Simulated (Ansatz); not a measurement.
**Relaxation of the atoms of ScIn3 (Pm-3m, 4 atoms in the cell) at several settings**

```yaml
crystal:
  lattice:
    - [4.46000, 0.00000, 0.00000]
    - [0.00000, 4.46000, 0.00000]
    - [0.00000, 0.00000, 4.46000]
  atoms:
    - { symbol: In, position: [0.00000, 0.50000, 0.50000] }
    - { symbol: In, position: [0.50000, 0.00000, 0.50000] }
    - { symbol: In, position: [0.50000, 0.50000, 0.00000] }
    - { symbol: Sc, position: [0.00000, 0.00000, 0.00000] }
```

Base: LDA (PW92), default PAW files made with PBE (Ansatz, a program for electronic structure). Its settings: kpoints.mp_grid.grid = 8 8 8; hamiltonian.xc = lda; hamiltonian.pseudopotentials = {kind: paw} (the program's default PAW files); scf.occupations.method = fermi_dirac; scf.occupations.width = 0.0073 Ry. Starting volume 22.18 Å³ per atom.

Each line gives the change from the base single point and the result:

- atoms moved at random; relax: default → atoms; relax.f_tol: default → 0.1 eV/Å: pressure -2.84 GPa; largest force (vector length) 0.078 eV/Å; relaxation steps 2; free energy against the base single point 0.3 meV/atom.
- atoms moved at random; relax: default → atoms; relax.f_tol: default → 0.005 eV/Å: pressure -2.85 GPa; relaxation steps 4; free energy against the base single point 0.0 meV/atom.
- atoms moved at random; scf.convergence.dr2_threshold: default (1e-07 eV) → 0.001 eV; relax: default → atoms; relax.f_tol: default → 0.03 eV/Å: pressure -2.85 GPa; largest force (vector length) 0.016 eV/Å; relaxation steps 3; free energy against the base single point 0.0 meV/atom.

The starting cell comes from a database of published, mostly measured structures (it also holds non-ambient and calculated ones), without a prior relaxation at this level. Ansatz's pressure includes its estimate of the finite-basis (Pulay) stress.

Keys are those of Ansatz 0.2.
